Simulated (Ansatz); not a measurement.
Li on the 1x1 (110) surface of 3C silicon carbide (cut with top plane C + Si), one in a 2x2 cell, energies for each (54.3 Å²). Energies are against an atom of bcc Li, without zero-point or thermal terms; each row is named by its start. No converged result for: 2 more starts.

Host crystal: 3C silicon carbide, with a band gap (PBE, scalar-relativistic without spin-orbit coupling).

Level of theory: PBE (plane waves to 420 eV, PAW; Ansatz, a quantum-chemistry and plane-wave program).

Set-up: 49 atoms, 7.7 Å thick at the start under the adsorbate (thin: gaps and levels are the slab's own); mesh 3x3x1; 0.01 eV smearing; dipole correction on; 24 atoms held, the rest relaxed; each run with such symmetry as its start has; spin-polarised, no spin-orbit, no U, no dispersion correction.

A negative adsorption energy means that the adsorbate is more stable on the surface than in its reference. Starts that drift may end in the same place. Heights count from the host atoms within 0.3 Å of the top one. Moments of ungapped slabs depend on the mesh.

| starting site | E_ads (eV) | height (Å) | nearest host atom (Å) | bonded to | change of the vacuum step (eV) | lateral drift (Å) | moment (μB) |
|---|---|---|---|---|---|---|---|
| top Si | -1.19 | 1.21 | C 2.16 | 2 C + Si | -1.87 | 1.9 | 0.0 |
| over Si at depth 1.5 Å | -0.85 | 1.36 | C 2.05 | C | -2.10 | 0.5 | 0.0 |
| hollow beside Si | -1.19 | 1.21 | C 2.16 | 2 C + Si | -1.87 | 1.0 | 0.0 |
| hollow C-C-Si-Si | -1.19 | 1.20 | C 2.16 | 2 C + Si | -1.86 | 0.4 | 0.0 |
| bridge C-Si (span 3.9 Å) | -1.19 | 1.21 | C 2.16 | 2 C + Si | -1.87 | 1.1 | 0.1 |
